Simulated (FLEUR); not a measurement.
A self-consistent single point of KTlSe2 (I4/mcm, 8 atoms in the cell) with FLEUR.

Level of theory: PBEsol, all-electron FLAPW (FLEUR), scalar-relativistic valence.

```xyz
8
Lattice="-4.0679 4.0679 3.5662 4.0679 -4.0679 3.5662 4.0679 4.0679 -3.5662" Properties=species:S:1:pos:R:3 pbc="T T T"
K      0.0000     0.0000     1.7831
K      0.0000     0.0000     5.3494
Tl     0.0000     4.0679     1.7831
Tl     4.0679     0.0000     1.7831
Se     1.4352     5.5031     0.0000
Se     2.6328    -1.4352     3.5662
Se     2.6328     1.4352     0.0000
Se     1.4352     2.6328     3.5662
```

Reference input (self-consistent single point, DFT, LDA (Perdew-Zunger), all-electron FLAPW (FLEUR), scalar-relativistic valence): Kmax = 4.2 1/bohr; GmaxXC = 16.8 1/bohr; xcFunctional = pz; jspins = 1; l_soc = F; mode = hist; fermiSmearingEnergy = 0.0001 Htr; mesh (inpgen div1-3) = 3 3 3; inpgen gamma flag = false; Gmax = 16.8 1/bohr; numbands = 0; maxIterBroyd = 40. This run's input differs from it in these lines:

```diff
@@ -20,3 +20,3 @@
 &comp jspins=1 /
-&exco xctyp='pz' /
+&exco xctyp='PBEs' /
 &kpt div1=3 div2=3 div3=3 /
@@ -33,3 +33,3 @@
       <coreElectrons ctail="T" frcor="F" kcrel="0" coretail_lmax="0"/>
-      <xcFunctional name="pz" relativisticCorrections="F"/>
+      <xcFunctional name="PBEs" relativisticCorrections="F"/>
       <magnetism jspins="1"/>
```

Log, with long lists cut:

```
 Iteration:     1   Distance:       5.02421817 me/bohr^3
 Iteration:     2   Distance:       4.58346097 me/bohr^3
 Iteration:     3   Distance:       2.31650637 me/bohr^3
 Iteration:     4   Distance:       0.91506151 me/bohr^3
 Iteration:     5   Distance:       0.80880609 me/bohr^3
   [... 7 lines left out ...]
 Iteration:    13   Distance:       0.00023052 me/bohr^3
 Iteration:    14   Distance:       0.00009858 me/bohr^3
 Iteration:    15   Distance:       0.00002087 me/bohr^3
 Iteration:    16   Distance:       0.00000906 me/bohr^3
 Reset of history
 Run finished successfully
 Stop message:
   Structural relaxation: new displacements generated

[file out, last iteration]
             iter=     17
[...]
          total density-effective poten   -8.9542579662E+04
          total charge density-energy d   -1.1637376826E+03
 Updated energy parameters for spin:           1
[...]
 fermi energy and band-weighting factors:
   [... 8 lines left out ...]

[...]
FERMIE:
          first approx. to ef    (T=0)  :   0.148290 htr   (energy of the highest occ. eigenvalue)
          number of occ. states  (T=0)  :        324
          first approx. to seigv (T=0)  : -75.081256 htr
          sum of weights of occ. states :  54.000000
          sum of semicore charge        :   0.000000 e
FERHIS:  Fermi-Energy by histogram:
          bandgap                     :   0.041226 htr
   [... lines left out ...]
          charge neutrality (T=0)     :   0.000000    (zero if the highest occ. eigenvalue is "entirely" occupied)
 Direct bandgap for spin            1 :    4.1944489138668162E-002  Htr
 ---->    free energy=                    -51484.0471533987 htr
   [... lines left out ...]
 TOTAL FORCE FOR ATOM TYPE=  1  X=  0.000   Y=  0.000   Z=  3.370
                       FX_TOT= 0.000000 FY_TOT= 0.000000 FZ_TOT= 0.000000
 TOTAL FORCE FOR ATOM TYPE=  2  X=  7.687   Y=  0.000   Z= -3.370
                       FX_TOT= 0.000000 FY_TOT= 0.000000 FZ_TOT= 0.000000
 TOTAL FORCE FOR ATOM TYPE=  3  X=  2.712   Y= -4.975   Z=  0.000
                       FX_TOT= 0.000441 FY_TOT= 0.000441 FZ_TOT= 0.000000
```

The run converged in 16 iterations. FLEUR gives forces in its relaxation mode, with a further iteration, so its stop message speaks of a relaxation. Against the reference run the largest force goes from 0.069 to 0.032 eV/Å and the gap on the mesh goes from 1.030 to 1.122 eV.

The starting cell comes from a database of computed structures (which also holds hypothetical and non-ambient phases and stackings), without a prior relaxation at this level. Spin-orbit coupling is off. Values depend on the basis (sphere radii, cutoffs, local orbitals), which need not be converged.

Cost on one core of a shared machine: roughly 5 min.
